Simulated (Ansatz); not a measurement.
WC, response to strain

Take WC (space group P-6m2, No. 187; relaxed with 0.1 eV smearing) as the base.

```
WC
1.0
    2.89911     0.00000     0.00000
   -1.44955     2.51070     0.00000
    0.00000     0.00000     2.82680
W C
1 1
Direct
  0.00000   0.00000   0.00000
  0.33333   0.66667   0.50000
```

Strains are applied to the cell and any free atomic positions relax.

Level of theory: PBEsol/PAW in Ansatz (a first-principles code), spin-orbit coupling left out.

Candidates:
(a) isotropic strain −2.50 %
(b) isotropic strain +2.00 %
(c) isotropic strain −2.00 %
(d) isotropic strain +3.00 %
(e) isotropic strain +1.50 %

Notes on the quantities. energy relative to the base: free energy F.

### Question
Order them by energy relative to the base, lowest first.

### Answer
(e) isotropic strain +1.50 % (+25 meV/atom), (b) isotropic strain +2.00 % (+44 meV/atom), (c) isotropic strain −2.00 % (+51 meV/atom), (a) isotropic strain −2.50 % (+80 meV/atom), (d) isotropic strain +3.00 % (+97 meV/atom)

Whether these cells are dynamically stable was not tested. All final runs are without spin polarisation.
